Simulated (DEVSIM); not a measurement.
# abrupt Si n-p junction

System: abrupt Si n-p junction, at 250 K.

```tsv
layer (left to right)	material	thickness (μm)	Nd (cm⁻³)	Na (cm⁻³)	τn (s)	τp (s)
1	Si	22.0	1.2e17	-	2.8e-6	2.8e-6
2	Si	2.20	-	2.2e17	2.8e-6	2.8e-6
```

Left contact: ohmic. Right contact: ohmic. Voltage is applied to the left contact. Recombination: SRH at mid-gap, radiative, Auger. Mobility is μmin + (μ − μmin)/(1 + (N/Nref)^α).

The device is made up for the run: typed textbook-type constants, with dimensions and the other settings drawn at random. Values at 300 K; Nc and Nv go as T^1.5, mobilities as T to minus their exponent, the gap by Varshni's rule with the affinity fixed.

| parameter | Si |
|---|---|
| gap (eV) | 1.124 |
| affinity (eV) | 4.05 |
| permittivity | 11.7 |
| Nc (cm⁻³) | 2.86e19 |
| Nv (cm⁻³) | 3.1e19 |
| μn (cm²/Vs) | 1417 |
| μp (cm²/Vs) | 470 |
| μn,min | 52 |
| μp,min | 45 |
| Nref,n | 9.7e16 |
| Nref,p | 2.2e17 |
| αn | 0.68 |
| αp | 0.72 |
| T exponent of μn | 2.3 |
| T exponent of μp | 2.2 |
| B (cm³/s) | 4.7e-15 |
| Cn (cm⁶/s) | 2.8e-31 |
| Cp (cm⁶/s) | 9.9e-32 |
| Varshni α (eV/K) | 0.000473 |
| Varshni β (K) | 636 |

DEVSIM, 1D drift-diffusion, Boltzmann statistics, complete ionisation; no tunnelling, impact ionisation, image-force lowering or self-heating.

The potential step across the device at zero bias comes out as 0.923 V and the largest field in the device at zero bias comes out as 150000 V/cm. The dark forward voltage at 1 A/cm² is 0.763 V and the dark forward voltage at 100 A/cm² is 0.874 V.

Dark forward current:

(V (V), J (A/cm²)): (-0.05, -3.1e-12); (-0.10, -1.2e-11); (-0.15, -4.3e-11); (-0.20, -1.5e-10); (-0.25, -5.3e-10); (-0.30, -2.1e-9); (-0.35, -1.0e-8); (-0.40, -6.7e-8); (-0.45, -5.6e-7); (-0.50, -5.2e-6); (-0.55, -5.2e-5); (-0.60, -0.00052); (-0.65, -0.0053); (-0.70, -0.054); (-0.75, -0.55); (-0.80, -5.4); (-0.85, -46); (-0.90, -230); (-0.95, -630); (-1.00, -1300); (-1.05, -2200)
